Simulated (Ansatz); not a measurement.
A thermal frame of Li (bcc), cell Li54, started from the crystal [in the run: it stayed crystalline; mean temperature 413 K (target 420 K); density 0.53 g/cm³, volume +3 % from the start crystal's], from MD with r2SCAN at 420 K. Calculation: r2SCAN (plane waves, PAW; Ansatz, a quantum-chemistry and plane-wave program).

| Quantity | Result |
|---|---|
| plane-wave cutoff | 500 eV |
| k-points | 2x2x2 mesh shifted by half a step |
| Fermi-Dirac width | 0.086 eV |
| spin | not polarised; no spin-orbit coupling |

A check of the k-sampling: on the last frame of the same run a denser mesh moved the r2SCAN forces by 0.009 eV/Å rms, the static pressure by -0.02 GPa and the free energy by -11 meV/atom.

```yaml
crystal:
  lattice:
    - [10.57241, 0.00000, 0.00000]
    - [0.00000, 10.57241, 0.00000]
    - [0.00000, 0.00000, 10.57241]
  atoms:
    - { symbol: Li, position: [0.98420, 0.01552, 0.04135] }
    - { symbol: Li, position: [0.15384, 0.16578, 0.19285] }
    - { symbol: Li, position: [0.96469, 0.02379, 0.33318] }
    - { symbol: Li, position: [0.12581, 0.17175, 0.52017] }
    - { symbol: Li, position: [0.97523, 0.00601, 0.69686] }
    - { symbol: Li, position: [0.13308, 0.17527, 0.83868] }
    - { symbol: Li, position: [0.99685, 0.38402, 0.99529] }
    - { symbol: Li, position: [0.19469, 0.52682, 0.20624] }
    - { symbol: Li, position: [0.98823, 0.36195, 0.32870] }
    - { symbol: Li, position: [0.13550, 0.53098, 0.49473] }
    - { symbol: Li, position: [0.99930, 0.35369, 0.65873] }
    - { symbol: Li, position: [0.18191, 0.51075, 0.81849] }
    - { symbol: Li, position: [0.02962, 0.67879, 0.03457] }
    - { symbol: Li, position: [0.16994, 0.88127, 0.21465] }
    - { symbol: Li, position: [0.97824, 0.68501, 0.32996] }
    - { symbol: Li, position: [0.12962, 0.85641, 0.51581] }
    - { symbol: Li, position: [0.98627, 0.69521, 0.72988] }
    - { symbol: Li, position: [0.19883, 0.84100, 0.84049] }
    - { symbol: Li, position: [0.35627, 0.03124, 0.01621] }
    - { symbol: Li, position: [0.51800, 0.18377, 0.16435] }
    - { symbol: Li, position: [0.36810, 0.04075, 0.36129] }
    - { symbol: Li, position: [0.55279, 0.13111, 0.52089] }
    - { symbol: Li, position: [0.33604, 0.00398, 0.63675] }
    - { symbol: Li, position: [0.46007, 0.21589, 0.80593] }
    - { symbol: Li, position: [0.31270, 0.32742, 0.03460] }
    - { symbol: Li, position: [0.49852, 0.49863, 0.20875] }
    - { symbol: Li, position: [0.32172, 0.32781, 0.34729] }
    - { symbol: Li, position: [0.49783, 0.48494, 0.54762] }
    - { symbol: Li, position: [0.30489, 0.31553, 0.62945] }
    - { symbol: Li, position: [0.47562, 0.49524, 0.82161] }
    - { symbol: Li, position: [0.35400, 0.67907, 0.04839] }
    - { symbol: Li, position: [0.53447, 0.85462, 0.17235] }
    - { symbol: Li, position: [0.34867, 0.69890, 0.34934] }
    - { symbol: Li, position: [0.53857, 0.82496, 0.50547] }
    - { symbol: Li, position: [0.35145, 0.68957, 0.65123] }
    - { symbol: Li, position: [0.48508, 0.83420, 0.84836] }
    - { symbol: Li, position: [0.63344, 0.12402, 0.93587] }
    - { symbol: Li, position: [0.82061, 0.21812, 0.15175] }
    - { symbol: Li, position: [0.69556, 0.99826, 0.33024] }
    - { symbol: Li, position: [0.83970, 0.17562, 0.51172] }
    - { symbol: Li, position: [0.70216, 0.02114, 0.68825] }
    - { symbol: Li, position: [0.86787, 0.17438, 0.83868] }
    - { symbol: Li, position: [0.64837, 0.39318, 0.00168] }
    - { symbol: Li, position: [0.82638, 0.55597, 0.19872] }
    - { symbol: Li, position: [0.65902, 0.33472, 0.36849] }
    - { symbol: Li, position: [0.85103, 0.51437, 0.51740] }
    - { symbol: Li, position: [0.67981, 0.35049, 0.68466] }
    - { symbol: Li, position: [0.82742, 0.50626, 0.82053] }
    - { symbol: Li, position: [0.65231, 0.66885, 0.04673] }
    - { symbol: Li, position: [0.85176, 0.83507, 0.18038] }
    - { symbol: Li, position: [0.65498, 0.65445, 0.34708] }
    - { symbol: Li, position: [0.83398, 0.82192, 0.51401] }
    - { symbol: Li, position: [0.67708, 0.66281, 0.66430] }
    - { symbol: Li, position: [0.79478, 0.85615, 0.89621] }
```

### Question
Give the forces on all atoms (eV/Å), the static pressure (no kinetic part).

### Answer

```
atom              Fx Fy Fz
----  --------------------
Li1    0.105 -0.007 -0.295
Li2    -0.027 0.174 -0.025
Li3      0.135 0.017 0.183
Li4    0.007 -0.246 -0.290
Li5    0.176 -0.385 -0.124
Li6     0.455 -0.005 0.058
Li7     0.084 -0.061 0.221
Li8   -0.290 -0.113 -0.056
Li9    0.054 -0.114 -0.006
Li10     0.278 0.092 0.162
Li11   -0.010 -0.015 0.205
Li12    0.104 -0.013 0.037
Li13   -0.017 0.049 -0.168
Li14   0.117 -0.225 -0.115
Li15     0.480 0.158 0.290
Li16   0.121 -0.077 -0.099
Li17    0.018 0.054 -0.221
Li18    -0.181 0.153 0.168
Li19  -0.225 -0.132 -0.055
Li20     0.011 0.112 0.294
Li21  -0.176 -0.179 -0.171
Li22    -0.189 0.396 0.004
Li23   -0.029 -0.021 0.269
Li24  -0.209 -0.005 -0.134
Li25    0.095 0.163 -0.160
Li26  -0.141 -0.117 -0.040
Li27    0.102 -0.030 0.178
Li28   -0.040 0.071 -0.401
Li29     0.004 0.165 0.017
Li30    -0.036 0.233 0.224
Li31  -0.106 -0.015 -0.221
Li32    -0.148 0.238 0.036
Li33     0.021 0.029 0.137
Li34    -0.072 0.396 0.032
Li35  -0.265 -0.046 -0.059
Li36    0.332 0.141 -0.113
Li37    0.298 -0.516 0.295
Li38   -0.044 -0.100 0.059
Li39    -0.069 0.136 0.025
Li40     0.015 0.130 0.028
Li41  -0.190 -0.367 -0.026
Li42    -0.229 0.520 0.143
Li43    0.076 -0.129 0.046
Li44  -0.019 -0.679 -0.347
Li45    0.161 0.076 -0.096
Li46   -0.218 0.086 -0.134
Li47   0.016 -0.406 -0.020
Li48     0.058 0.139 0.374
Li49   0.030 -0.104 -0.402
Li50   -0.359 0.079 -0.092
Li51     0.028 0.104 0.198
Li52    0.023 0.184 -0.050
Li53    -0.159 0.025 0.316
Li54   0.050 -0.013 -0.079
```
static pressure (no kinetic part): -0.07 GPa
